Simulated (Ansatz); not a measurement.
Input and output of a self-consistent single point for a (110) slab of LaC2 (cut from a parent of space group no. 71; 9 atoms in the cell) (Ansatz, an electronic-structure program).

Method of the run: PBEsol, default PAW files made with PBE (plane waves; Ansatz).

The change in words: vacuum of 6 angstrom (first run: 14 Å). Reference geometry:
```xyz
9
Lattice="4.1751 0.0000 0.0000 -4.7834 4.1306 0.0000 0.0000 0.0000 21.0248" Properties=species:S:1:pos:R:3 pbc="T T T"
C      3.1585     0.8779     7.0000
C      2.3971     1.5353     7.8259
C     -3.8741     3.3454    10.0995
C     -4.6354     4.0028    10.9253
C      2.2269     1.6823    13.1990
C     -2.7095     2.3397    14.0248
La    -3.7890     3.2719     7.4129
La     2.3120     1.6088    10.5124
La    -0.5454     4.0763    13.6119
```

Reference input (self-consistent single point, DFT, PBEsol, plane waves, default PAW files made with PBE): basis.ecutwfc = 30.9 Ry; kpoints.mp_grid.grid = 8 8 1; hamiltonian.xc = pbesol; hamiltonian.pseudopotentials = {kind: paw} (the program's default PAW files); scf.occupations.method = gaussian; scf.occupations.width = 0.0073 Ry. This run's input differs from it in these lines:

Ansatz 0.2 input:
```diff
@@ -5,13 +5,13 @@
     - [-4.783362, 4.130554, 0.000000]
-    - [0.000000, 0.000000, 21.024793]
+    - [0.000000, 0.000000, 13.024804]
   atoms:
-    - { symbol: C, position: [1.000000, 0.212537, 0.332940] }
-    - { symbol: C, position: [1.000000, 0.371701, 0.372223] }
-    - { symbol: C, position: [0.000000, 0.809910, 0.480362] }
-    - { symbol: C, position: [0.000000, 0.969074, 0.519638] }
-    - { symbol: C, position: [1.000000, 0.407283, 0.627783] }
-    - { symbol: C, position: [0.000000, 0.566448, 0.667060] }
-    - { symbol: La, position: [0.000000, 0.792119, 0.352579] }
+    - { symbol: C, position: [1.000000, 0.212537, 0.230330] }
+    - { symbol: C, position: [0.000000, 0.371701, 0.293741] }
+    - { symbol: C, position: [1.000000, 0.809910, 0.468300] }
+    - { symbol: C, position: [0.000000, 0.969074, 0.531700] }
+    - { symbol: C, position: [0.000000, 0.407283, 0.706269] }
+    - { symbol: C, position: [1.000000, 0.566448, 0.769670] }
+    - { symbol: La, position: [0.000000, 0.792119, 0.262031] }
     - { symbol: La, position: [1.000000, 0.389492, 0.500000] }
-    - { symbol: La, position: [1.000000, 0.986865, 0.647421] }
+    - { symbol: La, position: [1.000000, 0.986865, 0.737969] }
 basis:
```

Output, abridged:

```
SCF iter   1: F=—  HF=-19962.942158 eV  |F-HF|=—  |Δ(HF+E_count)|=         —  Δρ=5.58e-3  dr2=2.18e-1  ethr=1.77e-3  ⟨swp⟩=6.9  Hψ=3878  notcnv=0
all-band conjugate gradients solve this SCF's bands
preconditioner: auto → LDOS
SCF iter   2: F=—  HF=-19962.914776 eV  |F-HF|=—  |Δ(HF+E_count)|=   2.74e-2  Δρ=2.75e-3  dr2=1.72e-2  ethr=3.82e-4  ⟨swp⟩=3.6  Hψ=1579  notcnv=0  defer=77
   [... lines left out ...]
SCF iter   5: F=—  HF=-19962.911449 eV  |F-HF|=—  |Δ(HF+E_count)|=   8.59e-5  Δρ=6.22e-5  dr2=3.65e-5  ethr=8.47e-7  ⟨swp⟩=2.0  Hψ=1006  notcnv=0  defer=77
SCF iter   6: F=—  HF=-19962.911425 eV  |F-HF|=—  |Δ(HF+E_count)|=   2.40e-5  Δρ=1.51e-5  dr2=1.50e-6  ethr=6.41e-8  ⟨swp⟩=2.0  Hψ=1307  notcnv=0  defer=76
SCF iter   7: F=—  HF=-19962.911425 eV  |F-HF|=—  |Δ(HF+E_count)|=   4.92e-7  Δρ=5.19e-6  dr2=3.80e-7  ethr=2.63e-9  ⟨swp⟩=2.4  Hψ=1198  notcnv=0  defer=76
SCF iter   8: F=-19962.911425 eV  HF=-19962.911425 eV  |F-HF|=5.17e-10  |Δ(HF+E_count)|=   7.55e-8  Δρ=2.40e-6  dr2=2.20e-8  ethr=1.75e-10  ⟨swp⟩=18.8  Hψ=4931  notcnv=0
SCF 1 converged in 8 iterations: F = -19962.911425 eV  dr2 = 2.20e-8
Free energy (F): -19962.911425 eV
Internal energy: -19962.895979 eV  (E = F + TS)
E sigma→0 (E₀):  -19962.903702 eV
Entropy (-TS):   -0.015446 eV (-1.716 meV/atom)
Fermi energy:    6.505116 eV
--- Forces (eV/Å), atoms counted from 1 ---
  atom   1  C      0.07748557    -0.06691075     0.55077138
  atom   2  C      0.00391945    -0.00338455    -0.56895031
  atom   3  C     -0.01385849     0.01196716    -0.52622348
  atom   4  C      0.01385849    -0.01196716     0.52622348
  atom   5  C     -0.00391945     0.00338455     0.56895031
  atom   6  C     -0.07748557     0.06691075    -0.55077138
  atom   7  La    -0.12382077     0.10692237     0.78516251
  atom   8  La     0.00000000     0.00000000     0.00000000
  atom   9  La     0.12382077    -0.10692237    -0.78516251
--- Stress (GPa, compression-positive) ---
       -5.107277      -0.339891       0.180569
       -0.339891      -5.207381      -0.155926
        0.180570      -0.155927      -3.927807
  P = ⅓ Tr σ = -4.7475 GPa (-47.475 kbar)
  The stress holds the Pulay correction. Without it, at fixed plane waves, as pw.x and ABINIT print it: P = -4.8817 GPa
```

The run converged in 8 iterations. Against the reference run the free energy drops by 2.9 meV/atom and the largest force goes from 0.877 to 0.802 eV/Å.

The starting cell comes from a database of computed structures (which also holds hypothetical and non-ambient phases and stackings), without a prior relaxation at this level. The slab is cut from that crystal, and its faces are unrelaxed. Its lattice was rescaled by up to half a per cent. Spin polarisation is off, though cut faces can carry moments; the slab shows no gap.
